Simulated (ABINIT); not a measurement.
ABINIT run on ScB₁₂ (P1, 13 atoms in the cell): self-consistent single point.

Level of theory: LDA (PW92), norm-conserving pseudopotentials (PseudoDojo nc-sr-04 LDA standard) (plane waves; ABINIT 10.0.3).

```xyz
13
Lattice="0.0000 3.7021 3.7021 3.7021 0.0000 3.7021 3.7021 3.7021 0.0000" Properties=species:S:1:pos:R:3 pbc="T T T"
Sc     0.0011     0.0530     0.0336
B      2.5186     4.8853     3.8489
B      4.9489     2.3865     3.6534
B      2.5333     2.5403     3.7184
B      4.9338     4.9975     3.6618
B      3.6811     2.4347     4.8144
B      3.6627     4.8184     2.3787
B      3.5989     2.4448     2.4230
B      3.5887     5.0718     4.9158
B      4.9692     3.6866     2.5216
B      2.6237     3.7636     4.9739
B      2.3542     3.6914     2.5512
B      5.0104     3.6508     4.9299
```

Reference input (self-consistent single point, DFT, LDA (PW92), plane waves, norm-conserving pseudopotentials (PseudoDojo nc-sr-04 LDA standard)): pseudos = [Sc.upf, B.upf]; ecut = 1061 eV; occopt = 6; tsmear = 0.00367493 Ha; ngkpt = 5 5 5; nshiftk = 1; shiftk = 0 0 0; potentials = PseudoDojo nc-sr-04 LDA standard; nband = 31; kptopt = 1; nstep = 50; tolvrs = 1e-10. This run's input differs from it in these lines:

```diff
@@ -31,3 +31,3 @@
 kptopt 1
-ngkpt 5 5 5
+ngkpt 4 4 4
 nshiftk 1
```

Output, abridged:

```
--- !BeginCycle
solver: {iscf: 7, nstep: 50, nline: 4, wfoptalg: 0, }
tolerances: {tolvrs: 1.00E-10, }
...

     iter   Etot(hartree)      deltaE(h)  residm     vres2
 ETOT  1  -83.453331942007    -8.345E+01 5.992E-02 5.530E+03
 ETOT  2  -83.515989267816    -6.266E-02 8.808E-02 3.863E+03
 ETOT  3  -83.844554388214    -3.286E-01 1.328E-02 4.767E+02
 ETOT  4  -83.874818819991    -3.026E-02 1.825E-02 9.115E+01
 ETOT  5  -83.881754849078    -6.936E-03 1.831E-02 6.203E+00
   [... 6 lines left out ...]
 ETOT 12  -83.882294490743    -3.632E-11 1.259E-03 8.714E-09
 ETOT 13  -83.882294490746    -3.098E-12 2.212E-03 9.227E-10
 ETOT 14  -83.882294490747    -7.105E-13 6.473E-04 1.753E-10
 ETOT 15  -83.882294490746     4.405E-13 1.574E-03 1.414E-12
 At SCF step   15       vres2   =  1.41E-12 < tolvrs=  1.00E-10 =>converged.

 Cartesian components of stress tensor (hartree/bohr^3)
  sigma(1 1)=  1.38394476E-04  sigma(3 2)=  1.04182648E-04
  sigma(2 2)=  1.27508041E-04  sigma(3 1)= -1.34654227E-04
  sigma(3 3)= -3.21102065E-05  sigma(2 1)= -4.81435242E-05

 ----iterations are completed or convergence reached----

 reduced coordinates (array xred) for   13 atoms
       0.011562000000      0.997523000000      0.002766000000
       0.839465000000      0.200189000000      0.480149000000
       0.147365000000      0.839499000000      0.497286000000
       0.503165000000      0.501260000000      0.183028000000
       0.503166000000      0.485965000000      0.846755000000
       0.481894000000      0.818570000000      0.175775000000
   [... lines left out ...]
 Fermi (or HOMO) energy (eV) =   8.07141   Average Vxc (eV)= -11.94958
   [... lines left out ...]
total_energy        : -8.38822944907461E+01
total_energy_eV     : -2.28255331444526E+03
band_energy         : -4.72942805130114E+00
...

-Cartesian components of stress tensor (GPa)         [Pressure= -2.2928E+00 GPa]
- sigma(1 1)=  4.07170536E+00  sigma(3 2)=  3.06515883E+00
- sigma(2 2)=  3.75141546E+00  sigma(3 1)= -3.96166346E+00
- sigma(3 3)= -9.44714732E-01  sigma(2 1)= -1.41643115E+00

 Calculation completed.
```

The run converged in 15 iterations. Against the reference run the free energy goes up by 9.5 meV/atom, the pressure goes from -2.48 to -2.29 GPa and the largest force goes from 7.263 to 7.211 eV/Å.

The starting cell comes from a database of computed structures (which also holds hypothetical and non-ambient phases and stackings), without a prior relaxation at this level. Its atoms were displaced at random from the sites of space group no. 225. Forces in this geometry exceed 1 eV/Å.

Cost on one core of a shared machine: roughly 10 min.
